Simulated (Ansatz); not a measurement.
## Pressure series in NaCl3

Base system: NaCl₃ in the A15 (Cr3Si type) structure (space group Pm-3n, No. 223; a cell from a computed database, its experimental status unchecked).

```
CELL_PARAMETERS angstrom
      5.39661     0.00000     0.00000
      0.00000     5.39661     0.00000
      0.00000     0.00000     5.39661
ATOMIC_POSITIONS crystal
  Na 0.50000 0.50000 0.50000
  Na 0.00000 0.00000 0.00000
  Cl 0.50000 0.00000 0.75000
  Cl 0.50000 0.00000 0.25000
  Cl 0.75000 0.50000 0.00000
  Cl 0.25000 0.50000 0.00000
  Cl 0.00000 0.75000 0.50000
  Cl 0.00000 0.25000 0.50000
```

Cell and atoms are relaxed at each pressure.

All numbers come from PBEsol/PAW in Ansatz (a program for electronic structure), no SOC.

Notes on the quantities. enthalpy: H = E + PV relative to the base's energy.

```
case              lattice parameter a       enthalpy
----------------  -------------------  -------------
base                          5.397 Å              –
pressure −2 GPa               5.513 Å  -0.25 eV/atom
pressure −1 GPa               5.450 Å  -0.12 eV/atom
pressure 0.3 GPa              5.383 Å  +0.04 eV/atom
pressure 0.7 GPa              5.364 Å  +0.08 eV/atom
pressure 1.5 GPa              5.330 Å  +0.18 eV/atom
pressure 3 GPa                5.274 Å  +0.35 eV/atom
pressure 5 GPa                    [?]  +0.58 eV/atom
pressure 7.5 GPa              5.143 Å  +0.85 eV/atom
pressure 10 GPa               5.086 Å  +1.11 eV/atom
```

### Question
What belongs in the blanks?

### Answer

- pressure 5 GPa, lattice parameter a: 5.210 Å

Load acts through the strain it causes; cell and atoms are relaxed under it. No phonon test of stability was made. No other phases were tried under pressure. The final runs are not spin-polarised.
